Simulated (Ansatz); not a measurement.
For BaSi2 (model structure, started from the C54 type, Fddd, No. 70, 6 atoms in the cell), PBE (plane waves, PAW; Ansatz, a quantum-chemistry and plane-wave program) gives:

volume per atom: 28.19 Å³/atom
enthalpy of formation: 0.072 eV/atom

Task: What does PBE-D3(BJ) (plane waves, PAW; Ansatz) give for the same quantities?

Result: 
- equilibrium volume per atom: 26.68 Å³/atom (drops by 5.4 %)
- formation enthalpy: 0.045 eV/atom (decreases by 0.027 eV/atom)

Changes are worked out from the printed values.

Unless a cell is named, each level is at its own relaxed cell (PBE 28.19, PBE-D3(BJ) 26.68 Å³/atom).

Ansatz's density-functional and Hartree–Fock values are scalar-relativistic unless marked +SOC, with PAW data made under PBE.

A model structure was made by putting elements into a prototype or built by hand; it is no filed structure, need not be a known phase, and can be a saddle point held by its symmetry.
